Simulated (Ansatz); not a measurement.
Input and output of a self-consistent single point for TaNi3 (Fmm2, 4 atoms in the cell) (Ansatz, an electronic-structure program).

Method: PBEsol, default PAW files made with PBE (plane waves; Ansatz).

```yaml
crystal:
  lattice:
    - [0.00000, 2.55880, 3.71566]
    - [2.55403, 0.00000, 3.71566]
    - [2.55403, 2.55880, 0.00000]
  atoms:
    - { symbol: Ta, position: [0.00673, 0.00673, 0.99327] }
    - { symbol: Ni, position: [0.50000, 0.50000, 0.50000] }
    - { symbol: Ni, position: [0.25000, 0.25000, 0.25000] }
    - { symbol: Ni, position: [0.75000, 0.75000, 0.75000] }
```

Reference input (self-consistent single point, DFT, PBEsol, plane waves, default PAW files made with PBE): basis.ecutwfc = 420 eV; kpoints.mp_grid.grid = 10 10 10; hamiltonian.xc = pbesol; hamiltonian.pseudopotentials = {kind: paw} (the program's default PAW files); scf.occupations.method = fermi_dirac; scf.occupations.width = 0.1 eV. This run's input differs from it in these lines:

Ansatz 0.2 input:
```diff
@@ -14,3 +14,3 @@
 kpoints:
-  mp_grid: { grid: [10, 10, 10] }
+  mp_grid: { grid: [13, 13, 13] }
 hamiltonian:
@@ -19,3 +19,3 @@
 scf:
-  occupations: { method: fermi_dirac, width: 0.1 }
+  occupations: { method: fermi_dirac, width: 0.3 }
 output:
```

Output (repeated stretches shortened):

```
SCF iter   1: F=—  HF=-27223.320545 eV  |F-HF|=—  |Δ(HF+E_count)|=         —  Δρ=3.42e-2  dr2=4.16e-1  ethr=1.77e-3  ⟨swp⟩=4.5  Hψ=45471  notcnv=0
all-band conjugate gradients solve this SCF's bands
preconditioner: auto → Kerker (q_TF=auto, 2.879 Å⁻¹)
SCF iter   2: F=—  HF=-27223.285729 eV  |F-HF|=—  |Δ(HF+E_count)|=   3.48e-2  Δρ=1.17e-2  dr2=6.42e-2  ethr=6.21e-4  ⟨swp⟩=1.0  Hψ=17493  notcnv=0
SCF iter   3: F=—  HF=-27223.279903 eV  |F-HF|=—  |Δ(HF+E_count)|=   5.83e-3  Δρ=2.89e-3  dr2=6.10e-3  ethr=9.59e-5  ⟨swp⟩=1.0  Hψ=14749  notcnv=0
SCF iter   4: F=—  HF=-27223.279238 eV  |F-HF|=—  |Δ(HF+E_count)|=   6.65e-4  Δρ=4.95e-4  dr2=1.65e-4  ethr=9.10e-6  ⟨swp⟩=1.0  Hψ=14770  notcnv=0
SCF iter   5: F=—  HF=-27223.279210 eV  |F-HF|=—  |Δ(HF+E_count)|=   2.79e-5  Δρ=1.29e-4  dr2=9.58e-6  ethr=2.46e-7  ⟨swp⟩=2.1  Hψ=21205  notcnv=0
SCF iter   6: F=—  HF=-27223.279210 eV  |F-HF|=—  |Δ(HF+E_count)|=   2.81e-7  Δρ=4.54e-5  dr2=6.73e-7  ethr=1.43e-8  ⟨swp⟩=2.2  Hψ=23030  notcnv=0
SCF iter   7: F=-27223.279210 eV  HF=-27223.279210 eV  |F-HF|=4.26e-8  |Δ(HF+E_count)|=   8.16e-8  Δρ=1.15e-5  dr2=4.36e-8  ethr=1.49e-10  ⟨swp⟩=5.5  Hψ=61649  notcnv=0
SCF 1 converged in 7 iterations: F = -27223.279210 eV  dr2 = 4.36e-8
Free energy (F): -27223.279210 eV
Internal energy: -27222.454048 eV  (E = F + TS)
E sigma→0 (E₀):  -27222.866629 eV
Entropy (-TS):   -0.825162 eV (-206.291 meV/atom)
Fermi energy:    19.476627 eV
--- Forces (eV/Å), atoms counted from 1 ---
  atom   1  Ta     0.00000000     0.00000000    -0.53554029
  atom   2  Ni     0.00000000     0.00000000     0.05110518
  atom   3  Ni     0.00000000     0.00000000     0.24221049
  atom   4  Ni     0.00000000     0.00000000     0.24221049
--- Stress (GPa, compression-positive) ---
       -2.046462       0.000000       0.000000
        0.000000      -2.506350       0.000000
        0.000000       0.000000      -3.176245
  P = ⅓ Tr σ = -2.5764 GPa (-25.764 kbar)
  The stress holds the Pulay correction. Without it, at fixed plane waves, as pw.x and ABINIT print it: P = -2.6376 GPa
```

The run converged in 7 iterations. Against the reference run the free energy drops by 76.8 meV/atom, the pressure goes from -4.42 to -2.58 GPa and the largest force goes from 0.504 to 0.536 eV/Å.

The starting cell comes from a database of computed structures (which also holds hypothetical and non-ambient phases and stackings), without a prior relaxation at this level. Its lattice was rescaled by up to half a per cent. One atom was moved a little off its site on purpose. Spin polarisation is off. Ansatz's pressure includes its estimate of the finite-basis (Pulay) stress.

Cost on one core of a shared machine: roughly 50 s.
